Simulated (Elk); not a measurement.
Checking a run of Elk on TbO2 (Fm-3m, 3 atoms in the cell). The aim is a self-consistent single point with DFT, PBEsol, all-electron FP-LAPW, Elk's shipped species files, APW+lo basis with extra local orbitals.

This input was run:

```
tasks
  0

xctype
  22

spinpol
  .true.

reducebf
  0.7

tforce
  .true.

rgkmax
  8.0

gmaxvr
  18.0

lmaxapw
  10

lmaxo
  8

nxlo
  2

lorbcnd
  .true.

lradstp
  2

nrmtscf
  2.0

lmaxi
  4

nempty
  12

stype
  1

swidth
  0.05

maxscl
  100

avec
    0.0000000000    5.1666246083    5.1666246083
    5.1666246083    0.0000000000    5.1666246083
    5.1666246083    5.1666246083    0.0000000000

atoms
  2
  'Tb.in'
  1
  0.0000000000  0.0000000000  0.0000000000    0.0 0.0 -6.0
  'O.in'
  2
  0.7500000000  0.7500000000  0.7500000000    0.0 0.0 0.0
  0.2500000000  0.2500000000  0.2500000000    0.0 0.0 0.0

ngridk
  7 7 7
```

Output (repeated stretches shortened):

```
│ Elk code version 10.2.4 │

All units are atomic (Hartree, Bohr, etc.)

│ Ground-state run starting from atomic densities │

Lattice vectors :
   0.000000000       5.166624608       5.166624608
   5.166624608       0.000000000       5.166624608
   5.166624608       5.166624608       0.000000000

   [... lines left out ...]
Radial integration step length :    2

G-vector grid sizes :     42    42    42
Number of G-vectors :    27317

Maximum angular momentum used for
 APW functions                      :   10
 outer part of muffin-tin           :    8
 inner part of muffin-tin           :    4

Total nuclear charge    :   -81.00000000
Total core charge       :    50.00000000
Total valence charge    :    31.00000000
Total excess charge     :    0.000000000
Total electronic charge :    81.00000000

Effective Wigner radius, rₛ :   0.9333095233

Number of empty states         :   36
Total number of valence states :  104
Total number of core states    :   50

Conduction state local-orbitals added automatically
Total number of local-orbitals :  324

Exchange-correlation functional :     22     0     0
 PBEsol, Phys. Rev. Lett. 100, 136406 (2008)
 gradient requirement :    1
 generalised gradient approximation (GGA)

Smearing type :    1
 Methfessel-Paxton order 1, Phys. Rev. B 40, 3616 (1989)
Smearing width :   0.5000000000E-01
Effective electronic temperature (K) :    15788.75124

Mixing type :    3
 Broyden mixing, J. Phys. A: Math. Gen. 17, L317 (1984)

Kohn-Sham potential initialised from atomic data
│ Self-consistent loop started │
│ Loop number : 1 │
 total energy                :     -11778.5837748
 total moment                :    7.052130874
│ Loop number : 2 │
 total energy                :     -11783.7658720
 total moment                :    7.056393692
RMS change in Kohn-Sham potential (target) :    2.844307525     (  0.1000000000E-05)
Absolute change in total energy (target)   :    5.182097202     (  0.1000000000E-03)
│ Loop number : 3 │
 total energy                :     -11771.4375787
 total moment                :    6.997168385
   [... lines left out ...]
│ Loop number : 37 │
 total energy                :     -11865.4351016
 total moment                :   -6.372556002
RMS change in Kohn-Sham potential (target) :   0.2527181405E-06 (  0.1000000000E-05)
Absolute change in total energy (target)   :   0.1388581713E-03 (  0.1000000000E-03)
│ Loop number : 38 │
 total energy                :     -11865.4350673
 total moment                :   -6.372554621
RMS change in Kohn-Sham potential (target) :   0.1039361052E-06 (  0.1000000000E-05)
Absolute change in total energy (target)   :   0.3992354323E-06 (  0.1000000000E-03)
Convergence targets achieved

│ Loop number : 39 │

Energies :
 Fermi                       :     0.218162198519
 xc effective B-field        :    -0.550138754420
 external B-field            :      0.00000000000
 total energy                :     -11865.4350653
 (external B-field energy excluded from total)

Density of states at Fermi energy :    97.34092913
 (states/Hartree/unit cell)

Estimated indirect band gap :   0.6776981590E-02
 from k-point     20 to k-point     16
Estimated direct band gap   :   0.2749460964E-01
 at k-point     16

Charges :
 core                        :    50.00000000
 valence                     :    31.00000000
 interstitial                :    3.233993626
 muffin-tins (core leakage)
  species :    1 (Tb)
   [... lines left out ...]
 total moment                :   -6.372555206
   [... lines left out ...]
   total force               :     0.00000000    0.00000000   -0.00000000
   total magnitude           :     0.00000000
  atom :    2
   Hellmann-Feynman          :    -0.00000000   -0.00000000    0.00000000
   IBS                       :     0.00000000    0.00000000   -0.00000000
   total force               :     0.00000000   -0.00000000    0.00000000
   total magnitude           :     0.00000000
```

**Question.** Is anything amiss in this input, and did it matter?

**Answer.** The run is not sound. The fault is a smearing width that is far too large. A width of many tenths of an electronvolt moves electrons far across the Fermi level or the gap, and the free energy and its derivatives carry a large smearing term. To fix it, use a width small against the gap or band features. The run converged in 39 iterations without an error; against the sound input the total energy goes up by 21.2 meV/atom and the size of the net moment goes from 2.33 to 2.12 μB/atom.

An input that runs soundly differs in these lines (not the only fix; some lines may just follow from the change or write a value another way):
```diff
-  0.05
+  0.00734986
```

With that input, the run converged in 33 iterations: total energy -322875.0001 eV; Fermi level (on the code's own zero) 6.09 eV; size of the cell's spin moment 7.00 μB; site moments (μB, in the program's spheres or projections) Tb -6.24, O -0.35, O -0.35 (DFT, PBEsol, all-electron FP-LAPW, Elk's shipped species files, APW+lo basis with extra local orbitals).

On the sound input: the starting cell comes from a database of computed structures (which also holds hypothetical and non-ambient phases and stackings), without a prior relaxation at this level. Its lattice was rescaled by a random factor within 2.5 % of one. Spin-orbit coupling is off. The magnetic order is the one reached from the typed start; others were not searched systematically. With U or open f shells several self-consistent states can exist. The f electrons are in the valence without U or exact exchange, which can misplace them near the Fermi level. Spin-orbit terms, which matter for f shells, are left out. Values depend on the basis (sphere radii, cutoffs, local orbitals), which need not be converged. The log's line on a gap gives a spacing of levels on this mesh, which the program prints for metals too.
